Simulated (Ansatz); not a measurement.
Band structure of a sheet of PbO (4 atoms in the cell).

```
CELL_PARAMETERS angstrom
      3.91851     0.00000     0.00000
      0.00000     3.91851     0.00000
      0.00000     0.00000    16.36593
ATOMIC_POSITIONS crystal
  Pb 0.50000 0.00000 0.57228
  Pb 0.00000 0.50000 0.42772
  O  0.00000 0.00000 0.50000
  O  0.50000 0.50000 0.50000
```

Level of theory: PBE, PAW files (plane waves; Ansatz, an electronic-structure program).

Settings: basis.ecutwfc = 420 eV; kpoints.mp_grid.grid = 6 6 1; hamiltonian.xc = pbe; hamiltonian.pseudopotentials = {kind: paw} (the program's default PAW files); scf.occupations.method = gaussian; scf.occupations.width = 0.1 eV; kpoints.band_path.path = [[0.5, 0.5, 0.0], [0.0, 0.0, 0.0], [0.0, 0.5, 0.0], [0.5, 0.5, 0.0]]; kpoints.band_path.npoints = 8.

The starting cell was generated: these elements placed on a structure prototype, without a prior relaxation; it need not be a known phase or ordering of this composition. Its lattice was rescaled in the plane by a random factor within 2.5 % of one. Spin-orbit coupling is off.

Problem. Predict the gap along the standard path and the places of the band edges.

Solution. The gap along the path is 2.76 eV, direct at Γ to within 0.01 eV.

Levels in eV from the top of the valence band on the path, bands 17 to 23:
```csv
point,17,18,19,20,21,22,23
M,-1.22,-1.22,-0.53,-0.53,3.38,3.38,5.43
Γ,-1.24,-1.18,-1.18,0.00,2.76,2.77,4.68
X,-2.54,-2.54,-0.68,-0.68,3.45,3.45,5.27
```

Keys are those of Ansatz 0.2.
